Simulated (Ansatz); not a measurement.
We consider TaRu (P4/mmm, No. 123, 2 atoms in the cell; start mp-1601), described by r²SCAN in Ansatz (plane waves, PAW).

Input file:

Ansatz 0.2 input:
```yaml
crystal:
  lattice:
    - [3.0259053874, 0.0, 0.0]
    - [0.0, 3.0259053874, 0.0]
    - [0.0, 0.0, 3.3645098008]
  atoms:
    - { symbol: Ta, position: [0.5, 0.5, 0.5] }
    - { symbol: Ru, position: [0.0, 0.0, 0.0] }
basis:
  ecutwfc: 560
  ecutrho_ratio: 4
  xc_grid: 3
kpoints:
  mp_grid: { grid: [18, 18, 16] }
hamiltonian:
  xc: r2scan
  dispersion: none
  pseudopotentials: { kind: paw }
scf:
  occupations: { method: fermi_dirac, width: 0.05 }
output:
  forces: true
  stress: true
  eigenvalues: true
relax:
  f_tol: 0.004
  escape_saddle: false
  max_steps: 80
  cell: { stress_tol: 0.02, fix: [volume] }
```

From the output:

```
Relaxation: its limit of steps is 80 (relax.max_steps)
Crystal: 2 atoms, lattice volume = 30.806 Å³
Basis set: ecut = 560 eV, 937 PW (Γ), exchange–correlation on 72×72×81 points (27 copies of the dense FFT grid, shifted against one another)
Bands: 19, of which v1, the nominal top of the filled ones, is band 15 counted from 1 (14 counted from 0)
Symmetry: 16 space group operations
Space group: P4/mmm (ITA 123), of the structure as read, at distance tolerance 3.1e-5 Å
k-points: 495 of 5184
Functional: x = r2scan, c = r2scan; τ floored in thin density (d = 2e-4 eV/Å³)
SCF iter   1: F=—  HF=-15835.705191 eV  |F-HF|=—  |Δ(HF+E_count)|=         —  Δρ=8.93e-3  dr2=1.03e-2  dr2_τ=3.23e-2
SCF iter   2: F=—  HF=-15835.728379 eV  |F-HF|=—  |Δ(HF+E_count)|=   2.32e-2  Δρ=5.59e-3  dr2=6.91e-3  dr2_τ=3.14e-4
  ...
SCF 1 converged in 8 iterations: F = -15835.728659 eV  dr2 = 5.00e-8
Crystal: 2 atoms, lattice volume = 30.806 Å³
Initial density: handed on by an earlier stage of this run
SCF 2 converged in 5 iterations: F = -15835.728651 eV  dr2 = 4.26e-8
Crystal: 2 atoms, lattice volume = 30.806 Å³
SCF 3 converged in 9 iterations: F = -15835.728674 eV  dr2 = 7.34e-13
Crystal: 2 atoms, lattice volume = 30.806 Å³
SCF iter   4: F=—  HF=-15835.728675 eV  |F-HF|=—  |Δ(HF+E_count)|=  3.09e-11  Δρ=4.17e-7  dr2=7.50e-12  dr2_τ=9.48e-12
SCF iter   5: F=-15835.728675 eV  HF=-15835.728675 eV  |F-HF|=1.82e-12  |Δ(HF+E_count)|=  1.27e-11  Δρ=1.09e-7  dr2=4.86e-13  dr2_τ=8.81e-13
SCF 4 converged in 5 iterations: F = -15835.728675 eV  dr2 = 4.86e-13
SCF converged after 5 iterations
Free energy (F): -15835.728675 eV
Internal energy: -15835.714532 eV  (E = F + TS)
E sigma→0 (E₀):  -15835.721604 eV
Fermi energy:    22.041684 eV
--- Forces (eV/Å), atoms counted from 1 ---
  atom   1  Ta     0.00000000     0.00000000     0.00000000
  atom   2  Ru    -0.00000000     0.00000000     0.00000000
--- Stress (GPa, compression-positive) ---
        5.694658       0.000000       0.000000
        0.000000       5.694658       0.000000
        0.000000       0.000000       5.690665
  P = ⅓ Tr σ = 5.6933 GPa (56.933 kbar)
```

The cell is one volume of an energy–volume scan, off the minimum.

The PAW data were made under PBE.

Note: the run has no spin polarisation, so it can have missed a magnetic state. Note: the relaxation could not lower the start's symmetry, so the cell can be a saddle point above a distorted one.

Cost on a shared machine: very roughly 4 core-minutes.

A start named mp-… is a Materials Project structure, which need not be a measured phase.

Ansatz is a program for electronic structure.
